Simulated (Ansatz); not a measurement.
**SiNF (model structure, Pmn2₁, No. 31, 6 atoms in the cell)**

These are PBE in Ansatz (PAW) values and carry that method's errors.

Settings: plane-wave cutoff 520 eV, 12×6×8 k mesh (along the axes of the cell as run), Fermi–Dirac smearing 0.01 eV, scalar-relativistic PAW data made under PBE.

Cell (relaxed at this level):

```
CELL_PARAMETERS angstrom
      2.91721     0.00000     0.00000
      0.00000     5.91420     0.00000
      0.00000     0.00000     4.81964
ATOMIC_POSITIONS crystal
  Si 0.00000 0.40106 0.98536
  N  0.50000 0.47112 0.81070
  F  0.00000 0.13443 0.03727
  Si 0.50000 0.59894 0.48536
  N  0.00000 0.52888 0.31070
  F  0.50000 0.86557 0.53727
```

```
Item                           Result
--------  ---------------------------
band gap  5.13 eV (on the SCF k mesh)
```

Note: the relaxation could raise the start's symmetry but not lower it, so the cell can be a saddle point.

Computed values are for the static lattice.

The result took roughly 17 core-minutes.

A model structure was made by putting elements into a prototype or built by hand; it is no filed structure, need not be a known phase, and can be a saddle point held by its symmetry.

Ansatz is a first-principles code.
